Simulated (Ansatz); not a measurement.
Si (diamond structure), cut as (110) film, 15 layers, ended by OH. Cell contents Si30O4H4; atoms relaxed. k-points: Γ-centred 5×7×1 mesh; occupations: Fermi-Dirac, 0.020 eV; spin polarisation not allowed. Spin-orbit coupling is left out.

 The in-plane lattice is held at the bulk value.

What is the computed electronic structure (gap or metallic character, levels against vacuum) (PBE run with Ansatz, an electronic-structure program)?


* **electronic character**: not metallic
* **Kohn-Sham band gap**: 0.72 eV
* **depth of the highest filled level under the vacuum level**: 5.43 eV
* **depth of the lowest empty level under the vacuum level**: 4.71 eV
* **change of bonding against the cut**: none
* **number of neighbours within 2.841 Å (ending not counted)**: 3 for 4 atoms, 4 for 26 atoms
* **mean Si-Si distance (least to greatest)**: 2.372 Å (2.366 to 2.392)
